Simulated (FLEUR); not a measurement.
Input and output of a self-consistent single point for Ti3Be (P6_3/mmc, 8 atoms in the cell) (FLEUR).

Method: FLEUR with LDA (Perdew-Zunger), all-electron FLAPW (FLEUR), scalar-relativistic valence.

The change in words: lattice scaled by 0.98. Reference geometry:
```yaml
crystal:
  lattice:
    - [5.49730, 0.00000, 0.00000]
    - [-2.74865, 4.76081, 0.00000]
    - [0.00000, 0.00000, 4.44226]
  atoms:
    - { symbol: Ti, position: [0.34844, 0.17422, 0.75000] }
    - { symbol: Ti, position: [0.65156, 0.82578, 0.25000] }
    - { symbol: Ti, position: [0.17422, 0.34844, 0.25000] }
    - { symbol: Ti, position: [0.82578, 0.65156, 0.75000] }
    - { symbol: Ti, position: [0.82578, 0.17422, 0.75000] }
    - { symbol: Ti, position: [0.17422, 0.82578, 0.25000] }
    - { symbol: Be, position: [0.66667, 0.33333, 0.25000] }
    - { symbol: Be, position: [0.33333, 0.66667, 0.75000] }
```

Reference input (self-consistent single point, DFT, LDA (Perdew-Zunger), all-electron FLAPW (FLEUR), scalar-relativistic valence): Kmax = 4.3 1/bohr; GmaxXC = 17.2 1/bohr; xcFunctional = pz; jspins = 1; l_soc = F; mode = gauss; fermiSmearingEnergy = 0.00367493 Htr; mesh (inpgen div1-3) = 5 5 6; inpgen gamma flag = true; Gmax = 17.2 1/bohr; numbands = 0; maxIterBroyd = 25. This run's input differs from it in these lines:

```diff
@@ -3,5 +3,5 @@
 &input film=f /
-10.3883990751 -0.0000000212 0.0000000000
--5.1941995192 8.9966175143 0.0000000000
-0.0000000000 0.0000000000 8.3946509949
+10.1806312783 -0.0000000285 0.0000000000
+-5.0903156144 8.8166853278 0.0000000000
+0.0000000000 0.0000000000 8.2267582774
 1.0
@@ -50,5 +50,5 @@
          <bravaisMatrix>
-            <row-1>   10.3883990751000006    -0.0000000212000000     0.0000000000000000</row-1>
-            <row-2>   -5.1941995191999997     8.9966175143000005     0.0000000000000000</row-2>
-            <row-3>    0.0000000000000000     0.0000000000000000     8.3946509948999992</row-3>
+            <row-1>   10.1806312782999999    -0.0000000285000000     0.0000000000000000</row-1>
+            <row-2>   -5.0903156143999997     8.8166853278000001     0.0000000000000000</row-2>
+            <row-3>    0.0000000000000000     0.0000000000000000     8.2267582774000001</row-3>
          </bravaisMatrix>
```

Output, abridged:

```
 Iteration:     1   Distance:       8.77049475 me/bohr^3
 Iteration:     2   Distance:       7.65110321 me/bohr^3
 Iteration:     3   Distance:       3.47213548 me/bohr^3
 Iteration:     4   Distance:       2.03435233 me/bohr^3
 Iteration:     5   Distance:       0.91786027 me/bohr^3
   [... 5 lines left out ...]
 Iteration:    11   Distance:       0.00105524 me/bohr^3
 Iteration:    12   Distance:       0.00076485 me/bohr^3
 Iteration:    13   Distance:       0.00009056 me/bohr^3
 Iteration:    14   Distance:       0.00000823 me/bohr^3
 Reset of history
 Run finished successfully
 Stop message:
   Structural relaxation: new displacements generated

[file out, last iteration]
             iter=     15
[...]
          total density-effective poten   -8.1689198391E+03
          total charge density-energy d   -2.4775783035E+02
 Updated energy parameters for spin:           1
[...]
 fermi energy and band-weighting factors:
    0.550149    0.551128

[...]
FERMIE:
          first approx. to ef    (T=0)  :   0.366377 htr   (energy of the highest occ. eigenvalue)
          number of occ. states  (T=0)  :        760
          first approx. to seigv (T=0)  : -41.042606 htr
          sum of weights of occ. states :  38.013333
          sum of semicore charge        :   0.000000 e
          fermi energy=   0.36680 har   work function=  -9.98110 ev
   [... lines left out ...]
          total moment                 =     0.00000
 Direct bandgap for spin            1 :    2.2320413904455272E-003  Htr
 ---->    free energy=                     -5141.2417063099 htr
   [... lines left out ...]
      extrapolation for T->0
 ---->    total electron energy=           -5141.2417063099 htr
 ***** TOTAL FORCES ON ATOMS *****
 TOTAL FORCE FOR ATOM TYPE=  1  X=  2.661   Y=  1.536   Z= -2.057
                       FX_TOT= 0.000484 FY_TOT= 0.000279 FZ_TOT= 0.000000
 TOTAL FORCE FOR ATOM TYPE=  2  X= -5.090   Y=  2.939   Z=  2.057
                       FX_TOT= 0.000000 FY_TOT= 0.000000 FZ_TOT= 0.000000
```

The run converged in 14 iterations. FLEUR gives forces in its relaxation mode, with a further iteration, so its stop message speaks of a relaxation. Against the reference run the total energy falls by 6.3 meV/atom and the largest force goes from 0.003 to 0.029 eV/Å.

The starting cell comes from a database of computed structures (which also holds hypothetical and non-ambient phases and stackings), without a prior relaxation at this level. Its lattice was rescaled by a random factor within 2.5 % of one. For this run, on top of that: lattice scaled by 0.98. Spin polarisation is off. Values depend on the basis (sphere radii, cutoffs, local orbitals), which need not be converged. The log's line on a gap gives a spacing of levels on this mesh, which the program prints for metals too.

Cost on one core of a shared machine: roughly 3 min.
